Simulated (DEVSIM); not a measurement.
System: GaP/Si n-p heterojunction, at 300 K.

| layer (left to right) | material | thickness (μm) | Nd (cm⁻³) | Na (cm⁻³) | τn (s) | τp (s) |
|---|---|---|---|---|---|---|
| 1 | GaP | 0.0770 | 2.5e16 | - | 3.4e-7 | 3.4e-7 |
| 2 | Si | 0.0720 | - | 1.8e18 | 3.4e-7 | 3.4e-7 |

Left contact: ohmic. Right contact: ohmic. Voltage is applied to the left contact. Recombination: SRH at mid-gap, radiative. Mobility is μmin + (μ − μmin)/(1 + (N/Nref)^α).

Constants are typed, rounded textbook-type inputs, not results; the design itself was drawn at random and stands for no fabricated device. Values at 300 K.

```tsv
parameter	GaP	Si
gap (eV)	2.26	1.124
affinity (eV)	3.8	4.05
permittivity	11.1	11.7
Nc (cm⁻³)	1.8e19	2.86e19
Nv (cm⁻³)	1.9e19	3.1e19
μn (cm²/Vs)	250	1417
μp (cm²/Vs)	150	470
μn,min	10	52
μp,min	10	45
Nref,n	4.4e18	9.7e16
Nref,p	1e18	2.2e17
αn	0.8	0.68
αp	0.85	0.72
B (cm³/s)	1e-13	4.7e-15
```

Model (solved in DEVSIM): 1D drift-diffusion, Boltzmann statistics, complete ionisation; no tunnelling, impact ionisation, image-force lowering or self-heating. Band offsets follow the typed affinities; no thermionic-emission limit at abrupt steps, no polarisation charge.

Problem. Tabulate band edges, carrier densities and field at -0.9 V on the left contact.

Solution. Energies count from the Fermi level of the right contact; mesh points crowd at the junctions.

```json
[
 {"x (μm)": "0.000", "Ec (eV)": "1.070", "Ev (eV)": "-1.190", "n (cm⁻³)": "2.5e16", "p (cm⁻³)": "< 1e2", "field (V/cm)": "17000"},
 {"x (μm)": "0.002360", "Ec (eV)": "1.074", "Ev (eV)": "-1.186", "n (cm⁻³)": "2.1e16", "p (cm⁻³)": "< 1e2", "field (V/cm)": "17000"},
 {"x (μm)": "0.005730", "Ec (eV)": "1.080", "Ev (eV)": "-1.180", "n (cm⁻³)": "1.7e16", "p (cm⁻³)": "< 1e2", "field (V/cm)": "18000"},
 {"x (μm)": "0.01112", "Ec (eV)": "1.090", "Ev (eV)": "-1.170", "n (cm⁻³)": "1.2e16", "p (cm⁻³)": "< 1e2", "field (V/cm)": "18000"},
 {"x (μm)": "0.02092", "Ec (eV)": "1.109", "Ev (eV)": "-1.151", "n (cm⁻³)": "5.5e15", "p (cm⁻³)": "< 1e2", "field (V/cm)": "21000"},
 {"x (μm)": "0.03223", "Ec (eV)": "1.135", "Ev (eV)": "-1.125", "n (cm⁻³)": "2.0e15", "p (cm⁻³)": "< 1e2", "field (V/cm)": "25000"},
 {"x (μm)": "0.04568", "Ec (eV)": "1.172", "Ev (eV)": "-1.088", "n (cm⁻³)": "4.7e14", "p (cm⁻³)": "< 1e2", "field (V/cm)": "30000"},
 {"x (μm)": "0.06014", "Ec (eV)": "1.220", "Ev (eV)": "-1.040", "n (cm⁻³)": "6.8e13", "p (cm⁻³)": "< 1e2", "field (V/cm)": "36000"},
 {"x (μm)": "0.06685", "Ec (eV)": "1.246", "Ev (eV)": "-1.014", "n (cm⁻³)": "2.2e13", "p (cm⁻³)": "170", "field (V/cm)": "39000"},
 {"x (μm)": "0.07154", "Ec (eV)": "1.264", "Ev (eV)": "-0.996", "n (cm⁻³)": "7.7e12", "p (cm⁻³)": "350", "field (V/cm)": "41000"},
 {"x (μm)": "0.07510", "Ec (eV)": "1.279", "Ev (eV)": "-0.981", "n (cm⁻³)": "1.9e12", "p (cm⁻³)": "630", "field (V/cm)": "42000"},
 {"x (μm)": "0.07784", "Ec (eV)": "1.040", "Ev (eV)": "-0.084", "n (cm⁻³)": "1.1e14", "p (cm⁻³)": "1.2e18", "field (V/cm)": "32000"},
 {"x (μm)": "0.08056", "Ec (eV)": "1.046", "Ev (eV)": "-0.078", "n (cm⁻³)": "8.1e13", "p (cm⁻³)": "1.5e18", "field (V/cm)": "14000"},
 {"x (μm)": "0.08442", "Ec (eV)": "1.049", "Ev (eV)": "-0.075", "n (cm⁻³)": "6.8e13", "p (cm⁻³)": "1.7e18", "field (V/cm)": "4100"},
 {"x (μm)": "0.09270", "Ec (eV)": "1.050", "Ev (eV)": "-0.074", "n (cm⁻³)": "5.7e13", "p (cm⁻³)": "1.8e18", "field (V/cm)": "280"},
 {"x (μm)": "0.1017", "Ec (eV)": "1.050", "Ev (eV)": "-0.074", "n (cm⁻³)": "4.8e13", "p (cm⁻³)": "1.8e18", "field (V/cm)": "15"},
 {"x (μm)": "0.1130", "Ec (eV)": "1.050", "Ev (eV)": "-0.074", "n (cm⁻³)": "3.6e13", "p (cm⁻³)": "1.8e18", "field (V/cm)": "≈ 0"},
 {"x (μm)": "0.1264", "Ec (eV)": "1.050", "Ev (eV)": "-0.074", "n (cm⁻³)": "2.3e13", "p (cm⁻³)": "1.8e18", "field (V/cm)": "≈ 0"},
 {"x (μm)": "0.1367", "Ec (eV)": "1.050", "Ev (eV)": "-0.074", "n (cm⁻³)": "1.2e13", "p (cm⁻³)": "1.8e18", "field (V/cm)": "≈ 0"},
 {"x (μm)": "0.1420", "Ec (eV)": "1.050", "Ev (eV)": "-0.074", "n (cm⁻³)": "7.0e12", "p (cm⁻³)": "1.8e18", "field (V/cm)": "≈ 0"},
 {"x (μm)": "0.1458", "Ec (eV)": "1.050", "Ev (eV)": "-0.074", "n (cm⁻³)": "3.3e12", "p (cm⁻³)": "1.8e18", "field (V/cm)": "≈ 0"},
 {"x (μm)": "0.1490", "Ec (eV)": "1.050", "Ev (eV)": "-0.074", "n (cm⁻³)": "< 1e2", "p (cm⁻³)": "1.8e18", "field (V/cm)": "≈ 0"}
]
```
